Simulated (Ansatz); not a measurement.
The parent structure is SiC in the zinc blende structure (space group F-43m, No. 216; a = 4.3569 Å).

Computed with Ansatz (an electronic-structure program) PBEsol, without spin-orbit coupling.

Before the change:

| Property | Value |
|---|---|
| Electron mass | 0.62 mₑ along k, 0.22 mₑ across (at X) |
| Smallest direct gap | 4.45 eV |
| Pressure | -0.01 GPa |

Modification: every lattice vector is stretched by 2.50 %; the atoms relax in the strained cell.

Q: What happens to the electron mass, energy relative to the base, mean gap deformation potential ΔEg/Δln V, smallest direct gap and pressure?

A: The electron mass changes from 0.62 mₑ along k, 0.22 mₑ across (at X) to 0.70 mₑ along k, 0.23 mₑ across (at X); the energy goes up by 37 meV/atom; the mean gap deformation potential ΔEg/Δln V comes out as +0.8 eV; the smallest direct gap falls by 0.08 eV (4.45 eV → 4.37 eV); the pressure decreases by 14.197 GPa, from -0.01 GPa to -14.20 GPa.

Effective masses come from finite differences of ±0.01 Å⁻¹. Along k means along the line from Γ to the band edge. Whether these cells are dynamically stable was not tested.
